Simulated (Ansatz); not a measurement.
**Converging zone-centre phonons against the mesh: NbRu (P4/mmm, 2 atoms in the cell)**

```
NbRu
1.0
    3.06874     0.00000     0.00000
    0.00000     3.06874     0.00000
    0.00000     0.00000     3.44215
Nb Ru
1 1
Cartesian
  0.00000   0.00000   0.00000
  1.53437   1.53437   1.72107
```

Level of theory: LDA (PW92), default PAW files made with PBE (plane waves; Ansatz, a quantum-chemistry and plane-wave program).

Base settings: basis.ecutwfc = 420 eV; kpoints.mp_grid.grid = 11 11 10; hamiltonian.xc = lda; hamiltonian.pseudopotentials = {kind: paw} (the program's default PAW files); scf.occupations.method = fermi_dirac; scf.occupations.width = 0.1 eV.

In this ladder: phonons.method = dfpt.

Frequencies are those of the unrelaxed cell, without the LO-TO term of polar crystals.

Only quantities that move along the ladder and can be compared are tabulated.

Core times come from one kind of shared machine, to one figure; runs under 30 s give none.

The starting cell comes from a database of computed structures (which also holds hypothetical and non-ambient phases and stackings), without a prior relaxation at this level. Its lattice was rescaled by up to half a per cent. Spin polarisation is off. In the base run, with a pressure of about -15 GPa the cell is away from its equilibrium volume at this level.

| kpoints.mp_grid.grid | highest zone-centre frequency (cm⁻¹) | core time / last (rough) |
|---|---|---|
| 3 3 3 | 33.9 | – |
| 4 4 3 | 135.5 | – |
| 4 4 4 | 89.9 | – |
| 5 5 5 | 175.2 | – |
| 7 7 6 | 124.8 | – |
| 8 8 7 | 125.6 | – |
| 10 10 9 | 125.0 | 0.06 |
| 13 13 11 | 126.0 | 0.09 |
| 16 16 14 | 125.2 | 0.2 |
| 20 20 18 | 125.6 | 0.6 |
| 24 24 22 | 125.7 | 1 |

Coarsest kpoints.mp_grid.grid that holds the highest zone-centre frequency within 1 cm⁻¹ of the last step, with all finer ones: 7 7 6; the step before is off by 49 cm⁻¹.

Keys are those of Ansatz 0.2.
